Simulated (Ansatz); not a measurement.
BeS (model structure, started from the CdTe type, P6₄22, No. 181, 6 atoms in the cell): properties by level of theory

| level (code) | lattice constant a (Å) | c axis length (Å) | cohesive energy (eV/atom) | band gap (eV) |
|---|---|---|---|---|
| LDA (Ansatz) | 3.399 | 7.673 | 4.90 | 2.44 |
| PBE (Ansatz) | 3.452 | 7.812 | 4.14 | 2.67 |
| PBEsol (Ansatz) | 3.424 | 7.746 | 4.49 | 2.49 |
| PBE-D3(BJ) (Ansatz) | 3.406 | 7.719 | 4.47 | 2.60 |
| r²SCAN (Ansatz) | 3.450 | 7.833 | 4.25 | 3.18 |
| r²SCAN+rVV10 (Ansatz) | 3.443 | 7.819 | 4.39 | 3.13 |

Computed values are for a static lattice.  Each level is taken at its own relaxed cell. Cutoffs differ between the levels. Ansatz's density-functional and Hartree–Fock values are scalar-relativistic unless marked +SOC, with PAW data made under PBE.

Ansatz's density-functional and Hartree–Fock values are scalar-relativistic unless marked +SOC, with PAW data made under PBE.

Computed values are for the static lattice.

A model structure was made by putting elements into a prototype or built by hand; it is no filed structure, need not be a known phase, and can be a saddle point held by its symmetry.

Ansatz is a program for electronic structure.
